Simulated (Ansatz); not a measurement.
Cell of fcc Pt (1 1 1) on 3C silicon carbide (1 1 1) (film strained to the substrate, faces as cut), relaxed at this level with a, b, gamma of the cell held:

```
CELL_PARAMETERS angstrom
      5.36438     0.00000    -0.00171
     -2.68219     4.64568    -0.00996
      0.88589    -0.83436    25.92785
ATOMIC_POSITIONS crystal
  C  0.99527 0.52304 0.03811
  C  0.64742 0.83524 0.03836
  C  0.33503 0.18203 0.03778
  C  0.98713 0.86902 0.13434
  C  0.65635 0.19977 0.13435
  C  0.31753 0.52985 0.13449
  C  0.98000 0.21827 0.23233
  C  0.64678 0.55155 0.23188
  C  0.31343 0.88471 0.23177
  C  0.97370 0.57040 0.32962
  C  0.64022 0.90413 0.32953
  C  0.30644 0.23610 0.32953
  C  0.96471 0.92068 0.42738
  C  0.63313 0.25730 0.42735
  C  0.30268 0.58878 0.42657
  C  0.96124 0.27476 0.52255
  C  0.62678 0.60814 0.52839
  C  0.29390 0.93988 0.52252
  Si 0.98922 0.53341 0.11043
  Si 0.64997 0.85646 0.11053
  Si 0.32704 0.19514 0.11019
  Si 0.98181 0.88143 0.20771
  Si 0.64953 0.21361 0.20770
  Si 0.31384 0.54548 0.20774
  Si 0.97511 0.23230 0.30534
  Si 0.64177 0.56557 0.30528
  Si 0.30839 0.89874 0.30511
  Si 0.96853 0.58438 0.40286
  Si 0.63560 0.91854 0.40271
  Si 0.30137 0.24978 0.40271
  Si 0.95998 0.93503 0.50084
  Si 0.62812 0.27111 0.50078
  Si 0.29838 0.60271 0.49942
  Si 0.99823 0.37326 0.59328
  Si 0.67395 0.62070 0.60423
  Si 0.24588 0.86861 0.59321
  Pt 0.58781 0.18790 0.64947
  Pt 0.03103 0.07344 0.64927
  Pt 0.52343 0.64446 0.69184
  Pt 0.04072 0.64329 0.69953
  Pt 0.16974 0.45274 0.78318
  Pt 0.66667 0.45270 0.78097
  Pt 0.16816 0.95805 0.78645
  Pt 0.66909 0.95836 0.78228
  Pt 0.83509 0.81501 0.87983
  Pt 0.33314 0.81126 0.87799
  Pt 0.83158 0.30929 0.87659
  Pt 0.33112 0.31347 0.87697
  Pt 0.49050 0.16247 0.97032
  Pt 0.99032 0.17273 0.01302
  Pt 0.49045 0.66410 0.97132
  Pt 0.98876 0.66353 0.97132
```

Method: PBE (plane waves to 420 eV, PAW; Ansatz, a program for electronic structure). Scalar-relativistic, without spin–orbit coupling; the runs are not spin-polarised. Its k-point mesh 6×6×1, Fermi–Dirac width 0.05 eV.

Problem. Give the plane-averaged electrostatic potential energy of an electron along the normal (the smooth PAW potential), about its mean over the cell.

Solution. (z (Å), V (eV)): (0.000, -1.61); (0.288, 1.08); (0.432, 0.75); (0.720, -1.42); (0.864, -1.79); (1.152, 1.33); (1.296, 4.20); (1.584, 9.02); (1.728, 9.80); (2.016, 8.30); (2.161, 6.15); (2.449, 0.25); (2.593, -2.32); (2.881, -5.58); (3.025, -6.66); (3.313, -6.65); (3.457, -4.88); (3.745, 1.43); (3.889, 4.73); (4.177, 8.98); (4.321, 9.23); (4.609, 7.02); (4.753, 4.51); (5.041, -1.22); (5.185, -3.42); (5.473, -6.08); (5.617, -6.90); (5.905, -5.89); (6.049, -3.57); (6.337, 2.97); (6.482, 6.09); (6.770, 9.26); (6.914, 9.08); (7.202, 6.04); (7.346, 3.23); (7.634, -2.25); (7.778, -4.13); (8.066, -6.46); (8.210, -6.98); (8.498, -4.97); (8.642, -2.19); (8.930, 4.43); (9.074, 7.27); (9.362, 9.31); (9.506, 8.75); (9.794, 4.87); (9.938, 1.92); (10.226, -3.16); (10.370, -4.74); (10.659, -6.77); (10.803, -6.92); (11.091, -3.83); (11.235, -0.72); (11.523, 5.80); (11.667, 8.19); (11.955, 9.18); (12.099, 8.24); (12.387, 3.60); (12.531, 0.62); (12.819, -4.04); (12.963, -5.48); (13.251, -7.09); (13.395, -6.73); (13.683, -2.45); (13.827, 0.79); (14.115, 6.85); (14.259, 8.61); (14.547, 8.63); (14.691, 7.14); (14.980, 2.28); (15.124, -0.21); (15.412, -3.13); (15.556, -3.19); (15.844, -1.15); (15.988, -0.05); (16.276, -0.29); (16.420, -1.31); (16.708, -3.24); (16.852, -3.59); (17.140, -3.16); (17.284, -2.84); (17.572, -2.42); (17.716, -2.39); (18.004, -2.31); (18.148, -1.47); (18.436, 2.22); (18.580, 4.74); (18.868, 9.23); (19.012, 10.29); (19.301, 9.13); (19.445, 6.47); (19.733, -3.17); (19.877, -8.42); (20.165, -15.71); (20.309, -16.72); (20.597, -12.68); (20.741, -8.28); (21.029, 2.23); (21.173, 6.49); (21.461, 10.14); (21.605, 10.15); (21.893, 6.52); (22.037, 2.21); (22.325, -8.40); (22.469, -12.81); (22.757, -16.82); (22.901, -15.80); (23.189, -8.46); (23.334, -3.17); (23.622, 6.50); (23.766, 9.10); (24.054, 10.28); (24.198, 9.38); (24.486, 3.68); (24.630, -0.41); (24.918, -7.51); (25.062, -9.63); (25.350, -10.07); (25.494, -8.76); (25.782, -4.20)
